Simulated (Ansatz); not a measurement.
Pressure series in CsSnI3

Base system: CsSnI3 in the cubic perovskite structure (space group Pm-3m, No. 221).

```xyz
5
Lattice="6.1305 0.0000 0.0000 0.0000 6.1305 0.0000 0.0000 0.0000 6.1305" Properties=species:S:1:pos:R:3 pbc="T T T"
Cs     0.0000     0.0000     0.0000
Sn     3.0653     3.0653     3.0653
I      3.0653     0.0000     3.0653
I      0.0000     3.0653     3.0653
I      3.0653     3.0653     0.0000
```

Cell and atoms are relaxed at each pressure.

The values are results of PBEsol in Ansatz (plane waves to 420 eV, PAW, no SOC), not measurements.

Only one of these keeps a band gap. Which?
A. pressure −1 GPa
B. pressure 10 GPa
C. pressure 0.7 GPa
D. pressure 1.5 GPa

A, pressure −1 GPa. Computed: pressure −1 GPa: 0.39 eV; pressure 1.5 GPa: zero; pressure 0.7 GPa: zero; pressure 10 GPa: zero

With I present, leaving out spin-orbit coupling can change the band edges. Load acts through the strain it causes; cell and atoms are relaxed under it. Whether these cells are dynamically stable was not tested. No other phases were tried under pressure. The final runs are not spin-polarised. Many cubic perovskites are stable only at high temperature; tilts and polar distortions were not tested. The zero or small gap of CsSnI3 can change with the level of theory.

Ansatz is an electronic-structure program.
